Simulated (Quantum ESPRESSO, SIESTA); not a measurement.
A Quantum ESPRESSO input for a self-consistent single point of CaZrN₂ (R-3m, 4 atoms in the cell) (DFT, PBEsol, plane waves, GBRV 1.5 ultrasoft (PBESOL) pseudopotentials):

```fortran
&CONTROL
   calculation = 'scf'
   prefix = 'scf'
   outdir = './tmp/'
   pseudo_dir = './'
   tprnfor = .true.
   tstress = .true.
/
&SYSTEM
   ibrav = 0
   nat = 4
   ntyp = 3
   ecutwfc = 40
   ecutrho = 320
   occupations = 'smearing'
   smearing = 'fermi-dirac'
   degauss = 0.0036749
/
&ELECTRONS
   conv_thr = 1e-10
/
ATOMIC_SPECIES
Ca    40.0780  ca_pbesol_v1.uspp.F.UPF
Zr    91.2240  zr_pbesol_v1.uspp.F.UPF
N     14.0070  n_pbesol_v1.2.uspp.F.UPF
CELL_PARAMETERS {bohr}
   3.0881507177     1.7829446482    10.4486264451
  -3.0881507177     1.7829446482    10.4486264451
   0.0000000000    -3.5658892963    10.4486264451
ATOMIC_POSITIONS {crystal}
Ca    0.0000000000    0.0000000000    0.0000000000
Zr    0.5000000000    0.5000000000    0.5000000000
N     0.2381200000    0.2381200000    0.2381200000
N     0.7618800000    0.7618800000    0.7618800000
K_POINTS {automatic}
8 8 8  0 0 0
```

Problem. Give the SIESTA input for the same structure, mesh, smearing and functional.

Solution. One input that does it (others would too):

```
# files in the folder: Ca.psml Zr.psml N.psml (PseudoDojo PBEsol standard)
SystemName  CaZrN2
SystemLabel cazrn2

NumberOfAtoms                4
NumberOfSpecies              3
%block ChemicalSpeciesLabel
  1 20 Ca
  2 40 Zr
  3 7 N
%endblock ChemicalSpeciesLabel
LatticeConstant              5.842302 Ang
%block LatticeVectors
     0.279714914    0.161493363    0.946403490
    -0.279714914    0.161493363    0.946403490
     0.000000000   -0.322987069    0.946403490
%endblock LatticeVectors
AtomicCoordinatesFormat      Ang
%block AtomicCoordinatesAndAtomicSpecies
     0.000000000    0.000000000    0.000000000  1
     0.000000000   -0.000001000    8.293762500  2
    -0.000000000   -0.000000476    3.949821453  3
     0.000000000   -0.000001524   12.637703547  3
%endblock AtomicCoordinatesAndAtomicSpecies

XC.functional                GGA
XC.authors                   PBEsol
PAO.BasisSize                DZP
PAO.EnergyShift              0.01 Ry
MeshCutoff                   300 Ry
%block kgrid.MonkhorstPack
    8   0   0  0.0
    0   8   0  0.0
    0   0   8  0.0
%endblock kgrid.MonkhorstPack
OccupationFunction           FD
ElectronicTemperature        50.0 meV

MaxSCFIterations             150
SCF.Mixer.Method             Pulay
SCF.Mixer.Weight             0.25
SCF.Mixer.History            8
SCF.DM.Tolerance             1.0E-05
Diag.ParallelOverK           true
WriteForces                  true
```

Basis settings and potentials, where a program has them, do not carry over. This input uses DFT, GGA PBEsol, numerical atomic orbitals DZP, PseudoDojo PBEsol standard norm-conserving potentials (rewritten from UPF to PSML).

The starting cell comes from a database of computed structures (which also holds hypothetical and non-ambient phases and stackings), without a prior relaxation at this level. Its lattice was rescaled by a random factor within 2.5 % of one. For this run, on top of that: lattice scaled by 0.98.
